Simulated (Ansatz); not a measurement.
**A computed series for PbZrO3: pressure series**

The parent structure is PbZrO$_{3}$ in the cubic perovskite structure (space group Pm-3m, No. 221; a = 4.141 Å; a cell from a computed database, its experimental status unchecked).

Cell and atoms are relaxed at each pressure.

Computed with PBEsol (Ansatz, a quantum-chemistry and plane-wave program; PAW; 420 eV plane waves; spin-orbit coupling left out).

```json
[
 {"pressure (GPa)": "-2", "volume per atom (Å³/atom)": "14.377"},
 {"pressure (GPa)": "-1", "volume per atom (Å³/atom)": "?"},
 {"pressure (GPa)": "0", "volume per atom (Å³/atom)": "14.205"},
 {"pressure (GPa)": "0.3", "volume per atom (Å³/atom)": "14.180"},
 {"pressure (GPa)": "0.7", "volume per atom (Å³/atom)": "14.147"},
 {"pressure (GPa)": "3", "volume per atom (Å³/atom)": "13.964"},
 {"pressure (GPa)": "5", "volume per atom (Å³/atom)": "13.816"},
 {"pressure (GPa)": "7.5", "volume per atom (Å³/atom)": "13.641"},
 {"pressure (GPa)": "10", "volume per atom (Å³/atom)": "13.477"}
]
```

Fit the third-order Birch–Murnaghan form P(V) = (3B₀/2)[(V₀/V)^(7/3) − (V₀/V)^(5/3)]·[1 + (3/4)(B₀′ − 4)((V₀/V)^(2/3) − 1)] (squares taken in P) to the rows shown and predict the withheld row.

Least squares on the printed values gives V₀ = 14.205 Å³/atom, B₀ = 170 GPa, B₀′ = 4.3; this predicts 14.290 Å³/atom, and the run gives 14.289 Å³/atom, in agreement.

Load acts through the strain it causes; cell and atoms are relaxed under it. No phonon test of stability was made. No other phases were tried under pressure. Many cubic perovskites are stable only at high temperature; tilts and polar distortions were not tested.
